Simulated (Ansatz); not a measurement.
Amorphous Al30O48H6, 84 atoms at 3.01 g/cm³, one PBE-relaxed geometry, zone centre. Methods: PBE, scalar-relativistic without spin-orbit coupling (Ansatz, a quantum-chemistry and plane-wave program); r2SCAN, scalar-relativistic without spin-orbit coupling (Ansatz). Plane waves to 420 eV (r2SCAN 500 eV). At PBE the levels at the filled edge of the gap are localised (band-tail or defect states), and the nearest spread-out levels lie 4.4 eV apart at the zone centre. All rungs ran without spin polarisation.

A CHGNet melt-quench gave the starting glass, which DFT then relaxed. O atoms were pushed apart under 1.9 Å during the dynamics, to hinder bonds among them. The hot cell started wider than the set density and was brought back towards it in steps. It is the lowest in DFT energy of 2 quenches. It is a model cell: composition and starting density were chosen by hand, and all elements were melted together. No dispersion term was used. A short ab initio anneal came between quench and relaxation. Its density started from a set value of 2.95 and ended at 3.01 g/cm³. The simulated quench (nominally 180 K/ps over its main leg) is rapid and tends to freeze in more defects than a deposited or slowly cooled glass has. Values belong to this one cell and scatter from quench to quench. Volume and shape were free in the relaxation.

The relaxation ran on the zone centre alone. At PBE the level gap is 3.59 eV on a 2×2×2 Γ-centred mesh, and the spacing at the zone centre alone 3.59 eV.

Q: What zone-centre spacing does r2SCAN give, roughly?

A: 4.23 eV (+0.64 eV against PBE).

The highest filled and the lowest empty state spread over these numbers of atoms (participation numbers): PBE: 4.1 and 73.2; r2SCAN: 4.1 and 71.5.
